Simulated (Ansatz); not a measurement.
An Ansatz (an electronic-structure program) run: CsSnI3 with a change (tensor shear ε_yz = −1.15 %); r2SCAN (Ansatz), spin-orbit coupling left out.

Input:

Ansatz 0.2 input:
```yaml
crystal:
  lattice:
    - [6.2244457933, 0, 0]
    - [0, 6.2244457933, -0.0715811266]
    - [0, -0.0715811266, 6.2244457933]
  atoms:
    - { symbol: Cs, position: [0, 0, 0] }
    - { symbol: Sn, position: [0.5, 0.5, 0.5] }
    - { symbol: I, position: [0, 0.5, 0.5] }
    - { symbol: I, position: [0.5, 0.5, 0] }
    - { symbol: I, position: [0.5, 0, 0.5] }
basis: { ecutwfc: 500, ecutrho_ratio: 4, xc_grid: 4, fft_grid_basis: typed }
kpoints: { mp_grid: { grid: [6, 6, 6] } }
hamiltonian:
  xc: r2scan
  dispersion: none
  pseudopotentials: { kind: paw }
scf: { occupations: { method: fermi_dirac, width: 0.05 }, convergence: { dr2_threshold: 0.0000000005 } }
relax: { f_tol: 0.005, max_steps: 50 }
output: { forces: true, stress: true }
checkpoint: { write: state.ck, write_every: 1000 }
```

Output (explanatory and most iteration lines left out):

```
Relaxation: its limit of steps is 50 (relax.max_steps)
Pseudopotential: Cs, paw, valence charge 9
Pseudopotential: Sn, paw, valence charge 14
Pseudopotential: I, paw, valence charge 17
Crystal: 5 atoms, lattice volume = 241.126 Å³
Basis set: ecut = 500 eV, 6125 PW (Γ), exchange–correlation on 192×192×192 points (64 copies of the dense FFT grid, shifted against one another)
Bands: 45, of which v1, the nominal top of the filled ones, is band 37 counted from 1 (36 counted from 0)
Symmetry: 8 space group operations
Space group: Cmmm (ITA 65), of the structure as read, at distance tolerance 6.2e-5 Å
k-points: 52 of 216
Functional: x = r2scan, c = r2scan; τ floored in thin density (d = 2e-4 eV/Å³)
SCF iter   1: F=—  HF=-34313.882066 eV  |F-HF|=—  |Δ(HF+E_count)|=         —  Δρ=2.64e-3  dr2=1.59e-2  dr2_τ=1.97e-3  ethr=1.77e-3  ⟨swp⟩=9.8  Hψ=11305  notcnv=0  defer=24
SCF iter   2: F=—  HF=-34313.898121 eV  |F-HF|=—  |Δ(HF+E_count)|=   1.61e-2  Δρ=1.24e-3  dr2=4.63e-3  dr2_τ=1.05e-4  ethr=2.15e-5  ⟨swp⟩=2.3  Hψ=4306  notcnv=0  defer=82
SCF 1 converged in 8 iterations: F = -34313.897425 eV  dr2 = 1.60e-10
relax step   1: F+E_penalty+E_count = -34313.89742517 eV  Δ(F+E_penalty+E_count) = +0.000e0 eV  max|allowed force component| = 0.000e0 eV/Å  Δτ_max = 0.0000 Å  (8 SCF iters, accepted)
Crystal: 5 atoms, lattice volume = 241.126 Å³
SCF iter   1: F=—  HF=-34313.897425 eV  |F-HF|=—  |Δ(HF+E_count)|=         —  Δρ=2.22e-7  dr2=1.60e-10  dr2_τ=6.88e-12  ethr=1.00e-12  ⟨swp⟩=2.4  Hψ=8919  notcnv=0  defer=64
SCF iter   2: F=-34313.897425 eV  HF=-34313.897425 eV  |F-HF|=4.37e-11  |Δ(HF+E_count)|=  1.46e-11  Δρ=9.54e-8  dr2=3.31e-11  dr2_τ=4.77e-13  ethr=1.00e-12  ⟨swp⟩=4.2  Hψ=7247  notcnv=0
SCF 2 converged in 2 iterations: F = -34313.897425 eV  dr2 = 3.31e-11
SCF converged after 2 iterations
Free energy (F): -34313.897425 eV
Internal energy: -34313.897314 eV  (E = F + TS)
E sigma→0 (E₀):  -34313.897369 eV
Entropy (-TS):   -0.000111 eV (-0.022 meV/atom)
Fermi energy:    5.322037 eV
--- Forces (eV/Å), atoms counted from 1 ---
  atom   1  Cs     0.00000000     0.00000000     0.00000000
  atom   2  Sn     0.00000000     0.00000000     0.00000000
  atom   3  I      0.00000000     0.00000000    -0.00000000
  atom   4  I     -0.00000000     0.00000000     0.00000000
  atom   5  I     -0.00000000     0.00000000    -0.00000000
--- Stress (GPa, compression-positive) ---
        0.001084       0.000000       0.000000
        0.000000       0.004874       0.122250
        0.000000       0.122250       0.004874
  P = ⅓ Tr σ = 0.0036 GPa (0.036 kbar)
--- Relaxed structure (1 steps of the walk, 1 accepted, 0 SCFs on fresh bases) ---
  atoms:
    - { symbol: Cs, position: [0.0, 0.0, 0.0] }
    - { symbol: Sn, position: [0.5, 0.5, 0.5] }
    - { symbol: I, position: [0.0, 0.5, 0.5] }
    - { symbol: I, position: [0.5, 0.5, 0.0] }
    - { symbol: I, position: [0.5, 0.0, 0.5] }
```

Spin-orbit coupling, missing from the scalar runs, can matter with I. The cells carry an imposed strain or load. Whether these cells are dynamically stable was not tested. The cell was made from CsSnI3 in the cubic perovskite structure (space group Pm-3m, No. 221) by this change: tensor shear ε_yz = −1.15 %. Many cubic perovskites are stable only at high temperature; tilts and polar distortions were not tested.
